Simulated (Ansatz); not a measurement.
**TiB2, alloy series**

Base system: TiB$_{2}$ (space group P6/mmm, No. 191).

TiB₂ is modelled in the hexagonal space group P6/mmm (No. 191), Pearson symbol hP3. Conventional cell: a = 3.0249 Å, b = 3.0249 Å, c = 3.2238 Å, α = 90.00°, β = 90.00°, γ = 120.00°. Ti on 1a is coordinated by 12 B at 2.377 Å and 6 Ti at 3.025 Å and 2 Ti at 3.224 Å. B on 2d is surrounded by 3 B at 1.746 Å and 6 Ti at 2.377 Å. (Neighbours: up to the widest gap in distance over summed covalent radii, below 1.35, at either atom; cation-cation and far metal-metal contacts left out.)

The other end (x = 1) is HfB2 (space group P6/mmm, No. 191): 9.88 Å³/atom, gap zero.

Hf replaces a fraction x of Ti; each row is one arrangement (x, atoms in the cell, starting space group or random), fully relaxed.

Calculations: Ansatz (a program for electronic structure) r2SCAN, scalar-relativistic without spin-orbit coupling, earlier PAW set.

Notes on the quantities. mixing energy: to 0.01 eV only: unlike meshes or grids; deviation of the volume from the linear: Vegard-type) interpolation.

```csv
variant,mixing energy,deviation of the volume from the linear,shortest interatomic distance,density
base,–,–,1.746 Å,4.52 g/cm³
"x(Hf) = 0.25, 12 atoms, Immm",+0.02 eV/atom,+0.3 %,1.738 Å,6.36 g/cm³
"x(Hf) = 0.25, 12 atoms, Pmmm",+0.02 eV/atom,+0.4 %,1.739 Å,6.36 g/cm³
"x(Hf) = 0.25, 12 atoms, P6/mmm",+0.02 eV/atom,+0.4 %,1.737 Å,6.36 g/cm³
"x(Hf) = 0.333, 9 atoms, P6/mmm",+0.02 eV/atom,+0.5 %,1.729 Å,6.94 g/cm³
"x(Hf) = 0.5, 12 atoms, Cmcm",+0.02 eV/atom,+0.4 %,1.780 Å,8.08 g/cm³
"x(Hf) = 0.5, 12 atoms, C2/m",+0.03 eV/atom,+0.5 %,1.746 Å,8.07 g/cm³
"x(Hf) = 0.75, 12 atoms, Pmmm",+0.02 eV/atom,+0.3 %,1.771 Å,9.69 g/cm³
```

These are small ordered cells, not random alloys; other orderings at the same x differ. Whether these cells are dynamically stable was not tested. The final runs are not spin-polarised.
